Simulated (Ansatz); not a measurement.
The reference is HfO₂ (space group P4_2/nmc, No. 137; a = 3.567 Å, c = 5.166 Å).

Modification: every O is replaced by S, then cell and atoms are relaxed.

Levels (all Ansatz, a first-principles code, PAW): PBEsol (420 eV, no spin-orbit coupling); PBEsol+SOC (420 eV, noncollinear with spin-orbit coupling).

The geometry is relaxed with PBEsol.

| Item | Value |
|---|---|
| PBEsol smallest direct gap | 0.58 eV |
| PBEsol electron mass | 0.83 mₑ along c, 0.35 mₑ across (at Γ) |
| PBEsol pressure | -0.1 kbar |
| PBEsol band gap | 0.50 eV |

With PBEsol+SOC at the same geometry, the smallest direct gap drops by 0.01 eV, from 0.58 eV to 0.57 eV; the electron mass goes from 0.83 mₑ along c, 0.35 mₑ across (at Γ) to 0.83 mₑ along c, 0.36 mₑ across (at Γ); the pressure shrinks by 1.5 kbar, from -0.1 kbar to -1.6 kbar; the band gap remains 0.50 eV.

Single points use the geometry relaxed with PBEsol. Differences between runs with and without spin-orbit coupling are approximate. With Hf present, leaving out spin-orbit coupling can change the band edges. Effective masses come from finite differences of ±0.01 Å⁻¹. Stability against distortions was not tested. As relaxed here, HfS2 is a hypothetical phase, not in the database extracts checked. This is not the structure that HfO2 has at room temperature and ambient pressure.
